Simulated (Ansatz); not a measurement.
**Ru, response to strain**

Start from Ru in the hcp (Mg type) structure (space group P6_3/mmc, No. 194; a = 2.704 Å, c = 4.263 Å; relaxed with 0.1 eV smearing). Axes: x lies along a and z along c of the hexagonal cell.

Strains are applied to the cell and any free atomic positions relax.

Method: Ansatz (a program for electronic structure) r2SCAN, scalar-relativistic without spin-orbit coupling.

Notes on the quantities. energy relative to the base: free energy F; pressure: mean of the normal stresses, compression positive.

```csv
variant,energy relative to the base,pressure,shortest interatomic distance
base,0 meV/atom,0.0 GPa,2.642 Å
uniaxial strain ε_zz = −3.00 %,+28 meV/atom,12.0 GPa,2.591 Å
uniaxial strain ε_zz = −2.50 %,+19 meV/atom,9.8 GPa,2.599 Å
uniaxial strain ε_zz = −2.00 %,+12 meV/atom,7.7 GPa,2.608 Å
uniaxial strain ε_zz = −1.50 %,+6.7 meV/atom,5.6 GPa,2.616 Å
uniaxial strain ε_zz = −1.00 %,+3.0 meV/atom,3.7 GPa,2.625 Å
uniaxial strain ε_zz = −0.50 %,+0.7 meV/atom,1.8 GPa,2.634 Å
```

Stability against distortions was not tested. The final runs are not spin-polarised.
